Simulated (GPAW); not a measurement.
A self-consistent single point of ZrTiNi₂ (P1, 4 atoms in the cell) with GPAW.

Method: PBEsol, GPAW PAW datasets PBEsol (made by gpaw-setup) (plane waves; GPAW).

The change in words: atoms moved at random. Reference geometry:
```
CELL_PARAMETERS angstrom
      4.10030     0.00000     0.00000
      0.00000     1.56349     4.86712
      0.00000    -1.56349     4.86712
ATOMIC_POSITIONS crystal
  Zr 0.50000 0.14441 0.14441
  Ti 0.00000 0.86202 0.86202
  Ni 0.00000 0.57909 0.57909
  Ni 0.50000 0.41447 0.41447
```

Reference input (self-consistent single point, DFT PBEsol, plane waves, GPAW PAW datasets PBEsol (made by gpaw-setup)): mode = pw; ecut = 850 eV; xc = PBEsol; kpts = 6 8 8; mesh shift (steps) = 0 0 0; occupations.name = methfessel-paxton; occupations.width = 0.1 eV; occupations.order = 0; nbands = -10; convergence.density = 1e-05 e/electron; symmetry.symmorphic = false; symmetry.tolerance = 0.0005. This run's input differs from it in these lines:

```diff
@@ -8,6 +8,6 @@
                     [0.000000, -1.563489, 4.867119]],
-              scaled_positions=[[0.500000, 0.144410, 0.144410],
-                                [0.000000, 0.862020, 0.862020],
-                                [0.000000, 0.579090, 0.579090],
-                                [0.500000, 0.414470, 0.414470]],
+              scaled_positions=[[0.490762, 0.139193, 0.151000],
+                                [0.004029, 0.866698, 0.853332],
+                                [-0.001056, 0.586464, 0.574150],
+                                [0.506264, 0.407635, 0.421508]],
               pbc=True)
```

Log, with long lists cut:

```
     iter     time        total  log10-change:
                         energy   eigst   dens
iter:   1 --:--:--   -34.938961
iter:   2 --:--:--   -33.521236   -0.29  -1.43
iter:   3 --:--:--   -32.939775   -0.80  -1.49
iter:   4 --:--:--   -33.865257   -1.14  -1.57
iter:   5 --:--:--   -32.726456   -0.95  -1.59
iter:   6 --:--:--   -33.003538   -1.48  -1.98
iter:   7 --:--:--   -32.726889   -1.43  -1.86
iter:   8 --:--:--   -32.779522   -2.05  -2.01
iter:   9 --:--:--   -32.696540   -2.38  -2.11
iter:  10 --:--:--   -32.689824   -2.74  -2.48
iter:  11 --:--:--   -32.687423c  -4.05  -2.65
iter:  12 --:--:--   -32.685954c  -3.81  -2.72
iter:  13 --:--:--   -32.686163c  -3.83  -2.86
iter:  14 --:--:--   -32.685692c  -4.79  -2.96
iter:  15 --:--:--   -32.685389c  -4.55  -3.01
   [... 5 lines left out ...]
iter:  21 --:--:--   -32.685917c  -6.57  -4.05
iter:  22 --:--:--   -32.685916c  -6.76  -4.21
iter:  23 --:--:--   -32.685915c  -7.13  -4.32
iter:  24 --:--:--   -32.685916c  -7.10  -4.37
iter:  25 --:--:--   -32.685917c  -7.83c -4.46
iter:  26 --:--:--   -32.685917c  -8.00c -4.55
iter:  27 --:--:--   -32.685916c  -7.82c -4.67
iter:  28 --:--:--   -32.685916c  -8.18c -5.12c
Converged after 28 iterations.

Dipole moment: (-0.327155, 0.007945, -3.117553) |e|*Ang

Energy contributions relative to reference atoms: (reference = -203700.776189)

Kinetic:         +6.602401
Potential:       -7.185028
External:        +0.000000
XC:             -32.712032
Entropy (-ST):   -0.013362
Local:           +0.615424
SIC:             +0.000000
--------------------------
Free energy:    -32.692597
Extrapolated:   -32.685916

Showing only first 2 kpts
 Kpt  Band  Eigenvalues  Occupancy
  0    26      8.42876    1.99989
  0    27      8.95064    0.00045
  0    28      9.17920    0.00000
  0    29      9.50073    0.00000

  1    26      8.22815    2.00000
  1    27      8.93229    0.00115
  1    28      9.21647    0.00000
  1    29      9.58378    0.00000

Fermi level: 8.70240

No gap
No difference between direct/indirect transitions
Energy (eV): -32.685916

Forces in eV/Ang:
  0 Zr    0.26794    0.14663   -0.26739
  1 Ti   -0.10750   -0.07858    0.33981
  2 Ni   -0.02289   -0.14859   -0.12891
  3 Ni   -0.13736    0.08051    0.05689

Stress tensor:
     0.054049    -0.000363    -0.000340
    -0.000363     0.040517    -0.000321
    -0.000340    -0.000321     0.048183
Stress (GPa, Voigt): [ 8.6596  6.4915  7.7197 -0.0515 -0.0544 -0.0582]
```

The run converged in 28 iterations. GPAW prints stress with tension positive. Against the reference run the free energy goes up by 5.0 meV/atom, the pressure hardly changes (-7.53 to -7.62 GPa) and the largest force goes from 0.202 to 0.406 eV/Å.

The starting cell comes from a database of computed structures (which also holds hypothetical and non-ambient phases and stackings), without a prior relaxation at this level. Its lattice was rescaled by a random factor within 2.5 % of one. For this run, on top of that: atoms moved at random. Spin polarisation is off. With a pressure of about -8 GPa the cell is away from its equilibrium volume at this level.

Cost on one core of a shared machine: roughly 8 min.
